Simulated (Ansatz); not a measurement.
Band structure of MnPd (P4/mmm, 2 atoms in the cell).

```
CELL_PARAMETERS angstrom
      3.00107     0.00000     0.00000
      0.00000     3.00107     0.00000
      0.00000     0.00000     3.34348
ATOMIC_POSITIONS crystal
  Mn 0.00000 0.00000 0.00000
  Pd 0.50000 0.50000 0.50000
```
Moments meant for the start (each program seeds them in its own way; μB, in the order of the atoms Mn Pd): 4.0 0.0.

Level of theory: LDA (PW92), PAW files made with PBE (plane waves; Ansatz, a program for electronic structure).

Settings: kpoints.mp_grid.grid = 9 9 8; hamiltonian.xc = lda; hamiltonian.pseudopotentials = {kind: paw} (the program's default PAW files); magnetization.spin_polarized = true; scf.occupations.method = fermi_dirac; scf.occupations.width = 0.0073 Ry; kpoints.band_path.npoints = 8.

The starting cell comes from a database of computed structures (which also holds hypothetical and non-ambient phases and stackings), without a prior relaxation at this level. The magnetic order is the one reached from the typed start; others were not searched systematically.

Levels in eV from the Fermi level, bands 16 to 22 of the first spin channel:
```tsv
point	16	17	18	19	20	21	22
Γ	-1.44	-0.82	-0.64	-0.64	5.44	8.71	8.71
X	-2.26	-2.25	-1.80	-0.29	0.11	12.41	12.65
M	-1.27	-0.38	-0.38	0.43	0.43	6.26	6.81
Z	-2.15	-2.00	-1.67	-1.20	-1.19	14.11	14.43
R	-1.34	-0.51	-0.51	-0.35	-0.16	5.24	5.71
A	-1.53	-1.29	-1.26	6.81	6.81	6.90	7.30
```

Bands cross the Fermi level along this path, so the cell is metallic at this level.

The net moment of the cell came out as 4.43 μB.

Keys are those of Ansatz 0.2.
